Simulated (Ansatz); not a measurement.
Si vacancy + B on the Si site (second shell) (silicon host)

Computed with PBE, PAW (plane waves to 420 eV; Ansatz, a program for electronic structure). Cell: 64 sites, 2×2×2; final energies on a 2×2×2 shifted mesh. Sites at the start: the Si site; Si 3.87 Å away. Charged cells carry a point-charge image correction with potential alignment at far atoms. Dielectric constants: PBE linear response of the host. Host gap at this level: 0.61 eV. A cell of this size leaves errors of a few tenths of an eV. Levels are measured in PBE's own, too narrow, gap. Spin–orbit coupling is left out. Each state is the lowest found from its start.

Formation energies E_f are given with the Fermi level at the valence-band maximum. Chemical conditions: host crystal and elements as references (Δμ(Si) = 0.00 eV, Δμ(B) = 0.00 eV; B taken from its element, since no compound that bounds it was computed at this level; only phases computed here count, gases as isolated molecules at 0 K). Reference phases: B: alpha boron, Si: silicon.

| charge | moment (μB) | largest move off a lattice site (Å) | image correction with alignment (eV) | E_f, host crystal and elements as references (eV) | above the lowest spin state (eV) |
|---|---|---|---|---|---|
| +1† | not spin-polarised | 0.54 | -0.17 | – | 0.00 |
| 0† | fractional | 0.51 | 0.00 | 4.09 | 0.00 |
| 0† | fractional | 0.51 | 0.00 | 4.09 | 0.00 |
| −1† | not spin-polarised | 0.39 | 0.40 | – | 0.00 |
| −1† | 0.0 | 0.39 | 0.40 | – | 0.00 |

† Not settled in this cell, so no level is given: charge +1: no spin-polarised start tried, level within 0.1 eV of a band edge or past it; charge 0: fractional moment, a level filled in part; charge −1: a level filled in part.

Starting moments that weren't kept: charge 0 began with 1 μB and ended with 0.5; charge 0 began with 3 μB and ended with 0.5; charge −1 began with 2 μB and ended with 0.0.

Flagged in the runs: a strain field that reaches the edge of the cell.

All states together cost very roughly 100 core-minutes.
